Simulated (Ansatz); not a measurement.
LaH3 (within 0.1 Å of Fm-3m, No. 225, 4 atoms in the cell; start mp-973064) was calculated with r²SCAN0 (plane waves, PAW; Ansatz, a first-principles code).

Run with plane-wave cutoff 520 eV, 10×10×10 k mesh, Fermi–Dirac smearing 0.01 eV, scalar-relativistic PAW data made under PBE.

Cell (relaxed with PBEsol):

```
CELL_PARAMETERS angstrom
     -1.94048     1.94048     2.76291
      1.94048    -1.94048     2.76291
      1.94048     1.94048    -2.76291
ATOMIC_POSITIONS crystal
  La 0.00000 0.00000 0.00000
  H  0.75000 0.25000 0.50000
  H  0.25000 0.75000 0.50000
  H  0.50000 0.50000 0.00000
```

### Question
What does this level give for the band gap and smallest direct gap on the k points sampled?

### Answer

- band gap = 1.06 eV (on the SCF k mesh)
- smallest direct gap on the k points sampled = 1.25 eV

Note: cell and atoms aren't relaxed at this level (pressure 3.1 GPa).

Spin–orbit coupling is not included.

The computed numbers hold no vibrational or temperature effects.

The result took about 7 core-minutes (a rough figure).

A start named mp-… is a Materials Project structure, which need not be a measured phase.
